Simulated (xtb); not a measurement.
xtb 6.7.1, GFN2-xTB: Cc1sc(-c2c3ccccc3c(-c3sccc3F)c3ccccc23)c2c1OCCO2, 47 atoms. The geometry is a generated start, not checked to be a minimum at this level.

method: GFN2-xTB
--acc: 1 (default)
--etemp (K): 300 (default)
detailed input (--input): none: ANC optimiser, Lindh (1995) Hessian, microcycle=20, maxdispl=1.0, hlow=0.01 (default)
basis functions: 149
valence electrons: 148

The structure is relaxed from this start with --opt LEVEL for the levels crude, sloppy, loose, lax, normal, tight, vtight, extreme, once each. Up to the end of the extreme run atoms move by at most 0.91 Å along an axis.

Q: Which level is enough to come within 5 meV of the tightest end point?

A: vtight: 122 cycles against 122, ending 0.000 meV above.

```tsv
level	cycles	energy above the extreme run (meV)	gradient norm (eV/Å)
crude	4	28	0.27
sloppy	5	26	0.094
loose	6	25	0.078
lax	6	25	0.078
normal	19	21	0.013
tight	22	21	0.0077
vtight	122	under 0.01	0.0020
extreme	122	—	0.0020
```
